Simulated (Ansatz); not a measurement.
Base system: AlRu in the CsCl type structure (space group Pm-3m, No. 221; a = 2.955 Å; relaxed with 0.1 eV smearing).

Computed with LDA (Ansatz, a program for electronic structure), no spin-orbit coupling.

Before the change:

The pressure is 0.0 GPa.

The change: the cell is scaled by 0.9700 in all directions, atoms relaxed at fixed cell.

Q: Estimate the effect on the energy relative to the base and pressure.

A: The energy rises by 83 meV/atom; the pressure goes from zero to 25.8 GPa.

The cells carry an imposed strain or load. Stability against distortions was not tested. The final runs are not spin-polarised.
